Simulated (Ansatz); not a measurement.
A user runs Ansatz (a quantum-chemistry and plane-wave program) on InSe (P6_3/mmc, 8 atoms in the cell) and asks whether the run is sound. The aim is a self-consistent single point with DFT, revPBE, plane waves, PAW files made with PBE.

Cell that was meant: a = 4.0446 Å, b = 4.0446 Å, c = 17.4406 Å, α = 90.00°, β = 90.00°, γ = 120.00°.

Part of the input:

Ansatz 0.2 input:
```yaml
    - { symbol: Se, position: [0.66666700, 0.33333300, 0.09732000] }
    - { symbol: Se, position: [0.33333300, 0.66666700, 0.90268000] }
basis:
  ecutwfc: 30
kpoints:
  mp_grid: { grid: [6, 6, 2] }
hamiltonian:
```

Log, with long lists cut:

```
   [... lines left out ...]
PAW frozen core: Se, regenerated for the run's functional, and the local potential with it
Initial density: superposition of atomic densities (chi_scale 0.1, normalization cell, long waves kept (reshape's long-wave potential 0.74 eV rms))
Initial wavefunctions: pseudopotential atomic-orbital guess
Eigensolver: davidson
Functional: x = revpbe(κ = 1.245, μ = 0.2195149727645171), c = pbe(β = 0.06672455060314922)
SCF iter   1: F=—  HF=-39786.782020 eV  |F-HF|=—  |Δ(HF+E_count)|=         —  Δρ=1.59e0  dr2=6.68e3  ethr=3.10e-3  ⟨swp⟩=1.0  Hψ=1284  notcnv=0
all-band conjugate gradients solve this SCF's bands
preconditioner: auto → LDOS
SCF iter   2: F=—  HF=-34686.548524 eV  |F-HF|=—  |Δ(HF+E_count)|=    5.10e3  Δρ=3.91e-1  dr2=1.32e3  ethr=3.10e-3  ⟨swp⟩=5.1  Hψ=4385  notcnv=0  defer=70
   [... lines left out ...]
SCF iter  12: F=—  HF=-34005.034570 eV  |F-HF|=—  |Δ(HF+E_count)|=   3.62e-5  Δρ=1.30e-5  dr2=2.36e-6  ethr=1.45e-8  ⟨swp⟩=3.1  Hψ=1722  notcnv=0  defer=68
SCF iter  13: F=—  HF=-34005.034569 eV  |F-HF|=—  |Δ(HF+E_count)|=   4.15e-7  Δρ=4.84e-6  dr2=3.70e-7  ethr=2.03e-9  ⟨swp⟩=2.0  Hψ=1140  notcnv=0  defer=68
SCF iter  14: F=-34005.034569 eV  HF=-34005.034569 eV  |F-HF|=1.36e-8  |Δ(HF+E_count)|=   7.07e-8  Δρ=9.93e-7  dr2=1.51e-8  ethr=8.62e-11  ⟨swp⟩=10.5  Hψ=3607  notcnv=0
SCF 1 converged in 14 iterations: F = -34005.034569 eV  dr2 = 1.51e-8
Free energy (F): -34005.034569 eV
Internal energy: -34005.034412 eV  (E = F + TS)
E sigma→0 (E₀):  -34005.034491 eV
Entropy (-TS):   -0.000157 eV (-0.020 meV/atom)
Fermi energy:    27.667096 eV
--- Forces (eV/Å), atoms counted from 1 ---
  atom   1  In    -0.00000000    -0.00000000   -74.32207713
  atom   2  In     0.00000000     0.00000000    74.32207713
  atom   3  In     0.00000000     0.00000000   -74.32207713
  atom   4  In    -0.00000000    -0.00000000    74.32207713
  atom   5  Se     0.00000000     0.00000000   -96.67332824
  atom   6  Se    -0.00000000    -0.00000000    96.67332824
  atom   7  Se    -0.00000000    -0.00000000   -96.67332824
  atom   8  Se     0.00000000     0.00000000    96.67332824
--- Stress (GPa, compression-positive) ---
    -1143.618537      -0.000000       0.000000
        0.000000   -1143.618537      -0.000000
        0.000000      -0.000000   -1340.251670
  P = ⅓ Tr σ = -1209.1629 GPa (-12091.629 kbar)
  The stress holds no Pulay correction (an occupied level lies too near the plane-wave cutoff): it is that at fixed plane waves, as pw.x and ABINIT print it
```

Task: Can these results be used? Check the input.

Result: The run is not sound. The fault is this: a cutoff meant in Ry typed as a bare number, read as eV. A bare number is read in the key's own unit, and eV, Ry (13.6 eV) and Ha (27.2 eV) lie far apart, so the setting ends up far from the one that was meant. To fix it, convert the value to the unit that the key expects. The run converged in 14 iterations without an error; against the sound input the free energy goes up by 1290 eV/atom, the pressure goes from 2.71 to -1209 GPa, the largest force goes from 0.234 to 96.67 eV/Å and no clean gap remains on the mesh (levels overlap or are partly filled), against 0.63 eV before.

An input that runs soundly differs in these lines (not the only fix; some lines may just follow from the change or write a value another way):
```diff
-  ecutwfc: 30
+  ecutwfc: 420.0
```

With that input, the run converged in 10 iterations: free energy E − TS (on the zero of these files) -44313.4640 eV; top of the valence band (on the code's own zero) 6.44 eV; gap on the k-point mesh 0.63 eV; pressure 2.71 GPa; largest force (vector length) 0.234 eV/Å (DFT, revPBE, plane waves, PAW files made with PBE).

On the sound input: the starting cell comes from a database of computed structures (which also holds hypothetical and non-ambient phases and stackings), without a prior relaxation at this level. Its lattice was rescaled by a random factor within 2.5 % of one. Ansatz's pressure includes its estimate of the finite-basis (Pulay) stress.
